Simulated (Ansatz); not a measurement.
BN under a change: isotropic strain +2.46 %

Take BN in the wurtzite structure (space group P6_3mc, No. 186; a = 2.555 Å, c = 4.225 Å) as the base.

Perturbation: the cell is scaled by 1.0246 in all directions; the atoms relax in the strained cell.

Method: PBE, PAW, 420 eV (Ansatz, a quantum-chemistry and plane-wave program; no spin-orbit coupling). k-mesh 15×15×8 (Γ-centred); smearing 0.05 eV (Fermi–Dirac).

```json
[
 {"quantity": "volume per atom", "base": "5.97 Å³", "changed": "6.42 Å³", "shift": "+0.45 Å³"},
 {"quantity": "space group", "base": "P6_3mc (No. 186)", "changed": "P6_3mc (No. 186)", "shift": "–"},
 {"quantity": "shortest interatomic distance", "base": "1.567 Å", "changed": "1.605 Å", "shift": "+0.038 Å"},
 {"quantity": "energy relative to the base (free energy F)", "base": "0 meV/atom", "changed": "+35 meV/atom", "shift": "+35 meV/atom"},
 {"quantity": "band gap", "base": "5.23 eV", "changed": "5.36 eV", "shift": "+0.13 eV"},
 {"quantity": "gap character", "base": "indirect, Γ → K", "changed": "indirect, Γ → K", "shift": "–"},
 {"quantity": "mean gap deformation potential ΔEg/Δln V", "base": "–", "changed": "+1.8 eV", "shift": "–"},
 {"quantity": "electron mass", "base": "0.31 mₑ along c, 0.51 mₑ across (at K)", "changed": "0.32 mₑ along c, 0.50 mₑ across (at K)", "shift": "–"},
 {"quantity": "valence-band top at Γ (three highest levels, from the VBM)", "base": "0.00, 0.00, -0.26 eV", "changed": "0.00, 0.00, -0.20 eV", "shift": "–"}
]
```

Final structure:

```yaml
crystal:
  lattice:
    - [2.61737, 0.00000, 0.00000]
    - [-1.30869, 2.26671, 0.00000]
    - [0.00000, 0.00000, 4.32849]
  atoms:
    - { symbol: B, position: [0.66667, 0.33333, 0.00023] }
    - { symbol: B, position: [0.33333, 0.66667, 0.50023] }
    - { symbol: N, position: [0.66667, 0.33333, 0.62497] }
    - { symbol: N, position: [0.33333, 0.66667, 0.12497] }
```

Masses are band curvatures over ±0.01 Å⁻¹ around the edge. Whether these cells are dynamically stable was not tested.
